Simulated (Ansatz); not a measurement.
The starting structures come from a database of crystals and need not be the phases stable at ambient conditions.

By LDA and PBEsol, the system below comes out a metal.

Here is the system:

```
Ge
1.0
    2.79483     0.00000     0.00000
   -1.39742     3.64088     0.00000
    1.39742     0.00000     3.64088
Ge
2
Direct
  0.25000   0.50000   0.50000
  0.50000   0.00000   0.00000
```

Space group of this cell: I4_1/amd. The cell is taken as given; by PBEsol its mean pressure is -0.8 GPa.

The current runs along the normal of the first two printed vectors, the (110) plane. All runs by Ansatz (a first-principles code), plane waves and PAW, without spin-orbit coupling; the base is PBEsol.

```tsv
run	mean pressure (GPa)	G/A, both spins (10¹⁵ S/m²)
base	-0.8	1.22
all lengths scaled by 0.98	4.5	1.23
all lengths scaled by 1.02	-4.7	1.20
lda in place of pbesol	-2.6	1.23
lengths across the current scaled by 0.98, ions clamped	2.6	(withheld)
lengths across the current scaled by 1.02, ions clamped	-3.5	1.19
lengths along the current scaled by 0.97, ions clamped	1.8	1.23
lengths along the current scaled by 1.03, ions clamped	-2.8	1.24
```

Task: Fill in the missing entries.

Result: 
- lengths across the current scaled by 0.98, ions clamped, G/A, both spins (10¹⁵ S/m²): 1.25
